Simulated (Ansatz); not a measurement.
What K → Cs does to K

The reference is K in the bcc (W type) structure (space group Im-3m, No. 229; a = 5.279 Å).

It is then changed as follows: every K is replaced by Cs, then cell and atoms are relaxed.

Level of theory: PBE (Ansatz, a first-principles code), scalar-relativistic without spin-orbit coupling, earlier PAW set. Settings: 11×11×11 k-points, 0.05 eV Fermi–Dirac smearing, for the changed cell.

The volume per atom rises by 43.00 Å³ to 116.58 Å³ and the density rises by 1.01 g/cm³, from 0.88 g/cm³ to 1.89 g/cm³. The lattice parameter a goes up by 0.8754 Å (5.279 Å → 6.155 Å) and the band gap remains zero.

Final structure:

```
CELL_PARAMETERS angstrom
     -3.07744     3.07744     3.07744
      3.07744    -3.07744     3.07744
      3.07744     3.07744    -3.07744
ATOMIC_POSITIONS crystal
  Cs 0.00000 0.00000 0.00000
```

No phonon test of stability was made. The final runs are not spin-polarised.
